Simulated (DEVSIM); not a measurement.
# In0.52Al0.48As/In0.53Ga0.47As p-n heterojunction

System: In0.52Al0.48As/In0.53Ga0.47As p-n heterojunction, at 400 K.

| layer (left to right) | material | thickness (μm) | Nd (cm⁻³) | Na (cm⁻³) | τn (s) | τp (s) |
|---|---|---|---|---|---|---|
| 1 | In0.52Al0.48As | 1.20 | - | 4.4e17 | 8.9e-9 | 8.9e-9 |
| 2 | In0.53Ga0.47As | 1.50 | 1.6e16 | - | 8.9e-9 | 8.9e-9 |

Left contact: ohmic. Right contact: ohmic. Voltage is applied to the left contact. Recombination: SRH at mid-gap, Auger. Mobility is constant in doping.

This is a model device: material constants are rounded textbook-type values typed into the input, and sizes, dopings and lifetimes were drawn at random. Values at 300 K; Nc and Nv go as T^1.5, mobilities as T to minus their exponent, the gap by Varshni's rule with the affinity fixed.

| parameter | In0.52Al0.48As | In0.53Ga0.47As |
|---|---|---|
| gap (eV) | 1.45 | 0.74 |
| affinity (eV) | 4 | 4.51 |
| permittivity | 12.5 | 13.9 |
| Nc (cm⁻³) | 5.1e17 | 2.1e17 |
| Nv (cm⁻³) | 1.1e19 | 7.7e18 |
| μn (cm²/Vs) | 4000 | 12000 |
| μp (cm²/Vs) | 75 | 300 |
| T exponent of μn | 1.5 | 1.6 |
| T exponent of μp | 1.5 | 1.6 |
| Cn (cm⁶/s) | 1e-30 | 5e-29 |
| Cp (cm⁶/s) | 1e-30 | 5e-29 |
| Varshni α (eV/K) | 0.00042 | 0.00035 |
| Varshni β (K) | 180 | 190 |

DEVSIM, 1D drift-diffusion, Boltzmann statistics, complete ionisation; no tunnelling, impact ionisation, image-force lowering or self-heating. Band offsets follow the typed affinities; no thermionic-emission limit at abrupt steps, no polarisation charge.

| Quantity | Result |
|---|---|
| Potential step across the device at zero bias | 0.673 V |
| Largest field in the device at zero bias | 120000 V/cm |
| Dark forward voltage at 1 A/cm² | 0.206 V |
| Dark forward voltage at 100 A/cm² | 0.386 V |

Dark forward current:

(V (V), J (A/cm²)): (0.05, 0.012); (0.10, 0.053); (0.15, 0.21); (0.20, 0.85); (0.25, 3.4); (0.30, 13); (0.35, 46); (0.40, 140); (0.45, 330); (0.50, 650); (0.55, 1100); (0.60, 1700); (0.65, 2500)
